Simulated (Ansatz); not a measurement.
```
CELL_PARAMETERS angstrom
      2.81520     0.00000     0.00000
     -1.40760     2.43804     0.00000
      0.00000     0.00000     2.74174
ATOMIC_POSITIONS crystal
  W  0.00000 0.00000 0.00000
  C  0.66667 0.33333 0.50000
```

No spin polarisation.

All numbers come from PBE (Ansatz, an electronic-structure program; PAW; 420 eV plane waves; scalar-relativistic without spin-orbit coupling). k-mesh 23×23×20 (Γ-centred); smearing 0.1 eV (Fermi–Dirac).

Problem. Predict the band gap and pressure.

Solution. The band gap is zero. The pressure (mean of the normal stresses, compression positive) comes out as 54.8 GPa.

The cells carry an imposed strain or load. Whether these cells are dynamically stable was not tested. The final runs are not spin-polarised. The cell was made from WC (space group P-6m2, No. 187) by this change: isotropic strain −3.67 %.
